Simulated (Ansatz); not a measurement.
## BN: transverse stress against strain

BN (wurtzite, P6_3mc, 5.969 Å³/atom at rest, c along z) under a strain ε along c (axis z), the other axes held. PBE in Ansatz, a plane-wave DFT program (PAW, default set), 420 eV, 15×15×8 Γ-centred mesh, Fermi-Dirac smearing 0.05 eV; ions are relaxed within the symmetry of each cell. Stress is positive for a compressed cell.

Here s stands for strain and y for stress xx.

| strain (%) | stress xx (GPa) |
|---|---|
| -1.20 | 0.74 |
| -0.60 | 0.36 |
| 0.00 | 0.00 |
| 0.60 | -0.34 |
| 1.20 | -0.66 |
| 3.00 | ? |

Question: Fit y against s with a straight line, and predict the withheld value at s = 3.00.

Answer: Means: s 0, y 0.020. About the means, the sum of products is -2.1000 and the sum of squares of s is 3.6000; the slope is their ratio. Least squares gives y = 0.020 - 0.5833·s. Residuals (row less fit): 0.020, -0.010, -0.020, -0.010, 0.020; standard error 0.022 (degrees of freedom: 3). The slope gives the elastic constant C13 = 58 ± 1.1 GPa. At the withheld row, y = 0.020 - 0.5833 × 3.0 = -1.730 GPa. The calculation gives -1.53 GPa, 0.200 GPa above the prediction (8.8 % of the range of y in the table). The row lies outside the fitted rows, so this is an extrapolation. From the scatter of the fitted rows alone, a prediction at this place has a standard error of 0.042 GPa, so the miss is 4.8 times that.

One order more, fitted to all 11 runs of the series, follows each within 0.01, so the miss is the next term of a smooth law. BN is here a metastable high-pressure form. Rows are the converged runs of the series near zero and its far end; series whose fitted rows scatter by over a few per cent of the range, as at a crossing or softening among them, aren't shown in this form. Most that stay on the fit to the last digits aren't either.
